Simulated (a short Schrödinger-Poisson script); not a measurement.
System: MOS inversion layer, Si3N4 on p-type GaAs, at 300 K.

| layer | material | thickness (nm) | Na (cm⁻³) |
|---|---|---|---|
| 1 | Si3N4 | 2.6 | - |
| 2 | GaAs | 320 | 2.4e18 |

Constants are typed, rounded textbook-type inputs, not results; the design itself was drawn at random and stands for no fabricated device. Si3N4: permittivity 7.5, conduction-band edge (eV) 1.97, gap (eV) 5.1, electron mass (mₑ) 0.5. GaAs: permittivity 12.9, conduction-band edge (eV) 0, gap (eV) 1.424, Nv at 300 K (cm⁻³) 9e18.

Channel valleys (confinement mass, in-plane density-of-states mass, number): Γ 0.067, 0.067, 1. At the gate the conduction-band edge of layer 1 lies 2.48 eV − eVg above the Fermi level of the channel; the field vanishes at the back. Gaps are held at their typed values at every temperature. Mesh 0.03 nm at interfaces.

Solved with a short Schrödinger-Poisson script written for these runs: 1D Poisson equation in equilibrium, electrons quantum, Hartree (BenDaniel-Duke, 12 states a valley, the channel's in-plane mass for all, wave functions free to enter the dielectric), parabolic valleys, classical holes, full ionisation, no traps, pinning or gate leakage.

The same stack at other levels of the model or other numerical settings:

```csv
run,sheet density of all electrons at Vg = 1.65 V (cm⁻²),capacitance at Vg = 1.65 V (μF/cm²),centroid of the channel electrons at Vg = 1.65 V (nm),gate voltage at 1e11 electrons/cm² (V),rough cost against the base
base,3.06e12,1.45,1.67,1.24,about 1
"electrons treated as classical, Boltzmann",?,2.38,?,1.01,0.06
"electrons treated as classical, Fermi-Dirac",3.29e12,1.30,1.10,1.04,0.3
"electrons treated as quantum, Hartree plus LDA exchange-correlation",3.29e12,1.48,1.65,1.23,1
mesh six times as coarse,?,1.44,1.68,1.24,0.3
one subband a valley,3.06e12,1.45,1.67,1.24,0.6
```

Fill in the missing entries.


- electrons treated as classical, Boltzmann, sheet density of all electrons at Vg = 1.65 V (cm⁻²): 8.01e12
- electrons treated as classical, Boltzmann, centroid of the channel electrons at Vg = 1.65 V (nm): 0.22
- mesh six times as coarse, sheet density of all electrons at Vg = 1.65 V (cm⁻²): 3.00e12

The classical rows ignore confinement, and Boltzmann statistics overrate the density once the band edge passes the Fermi level.

Above a few 1e12 electrons/cm² a light Γ valley is non-parabolic and upper valleys begin to fill, which the model leaves out.
